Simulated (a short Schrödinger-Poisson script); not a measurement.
Structure: MOS inversion layer, SiO2 on p-type Si(100), at 300 K.

From the gate side: 1.5 nm SiO2; 1600 nm Si, acceptors 7.5e16 cm⁻³.

Constants are typed, rounded textbook-type inputs, not results; the design itself was drawn at random and stands for no fabricated device. SiO2: permittivity 3.9, conduction-band edge (eV) 3.15, gap (eV) 9, electron mass (mₑ) 0.5. Si: permittivity 11.7, conduction-band edge (eV) 0, gap (eV) 1.124, Nv at 300 K (cm⁻³) 3.1e19.

Channel valleys (confinement mass, in-plane density-of-states mass, number): Δ2 0.916, 0.19, 2; Δ4 0.19, 0.417, 4. At the gate the conduction-band edge of layer 1 lies 3.59 eV − eVg above the Fermi level of the channel; the field vanishes at the back. Gaps are held at their typed values at every temperature. Mesh 0.03 nm at interfaces.

Solved with a short Schrödinger-Poisson script written for these runs: 1D Poisson equation in equilibrium, electrons quantum, Hartree (BenDaniel-Duke, 12 states a valley, the channel's in-plane mass for all, wave functions free to enter the dielectric), parabolic valleys, classical holes, full ionisation, no traps, pinning or gate leakage.

| Vg (V) | electrons (cm⁻²) | C (μF/cm²) | Δ2 E0 (meV from the Fermi level) | Δ4 E0 (meV from the Fermi level) |
|---|---|---|---|---|
| 0.3 | 1.12e9 | 0.0941 | 242.8 | 269.2 |
| 0.35 | 6.65e9 | 0.121 | 196.1 | 223.1 |
| 0.4 | 3.63e10 | 0.260 | 151.5 | 179.2 |
| 0.45 | 1.47e11 | 0.607 | 114.2 | 143.1 |
| 0.5 | 3.83e11 | 0.964 | 87.8 | 118.7 |
| 0.55 | 7.16e11 | 1.20 | 69.6 | 102.9 |
| 0.6 | 1.11e12 | 1.35 | 56.2 | 92.1 |
| 0.65 | 1.54e12 | 1.45 | 45.6 | 84.0 |
| 0.7 | 2.01e12 | 1.52 | 36.9 | 77.7 |
| 0.75 | 2.49e12 | 1.58 | 29.4 | 72.6 |
| 0.8 | 2.99e12 | 1.62 | 22.9 | 68.3 |
| 0.85 | 3.50e12 | 1.66 | 17.0 | 64.6 |
| 0.9 | 4.02e12 | 1.69 | 11.7 | 61.3 |
| 0.95 | 4.55e12 | 1.71 | 6.8 | 58.4 |
| 1 | 5.09e12 | 1.74 | 2.2 | 55.7 |
| 1.05 | 5.63e12 | 1.76 | -2.1 | 53.3 |
| 1.1 | 6.18e12 | 1.77 | -6.1 | 51.1 |
| 1.15 | 6.74e12 | 1.79 | -9.9 | 49.0 |
| 1.2 | 7.30e12 | 1.80 | -13.6 | 47.0 |

Gate voltages with under 1e9 electrons/cm² are left out.

Task: At Vg = 1.2 V the lowest Δ2 subband lies at -13.6 meV from the Fermi level. How many electrons does it hold, and what share of all?

Result: The two-dimensional density of states is g m/(πħ²) = 1.59e11 cm⁻² meV⁻¹ (both spins), kT = 25.9 meV, so n = D kT ln(1 + exp(−E/kT)) = 4.06e12 cm⁻², 0.56 of the 7.30e12 cm⁻² in all.

Task: Compare the slope of the sheet density between 1.1 and 1.2 V with the geometric capacitance of the layers between gate and channel.

Result: q Δn/ΔV = 1.79 μF/cm²; ε0/Σ(t/ε) = 2.30 μF/cm². The ratio is 0.78: the channel acts as a further capacitance in series.
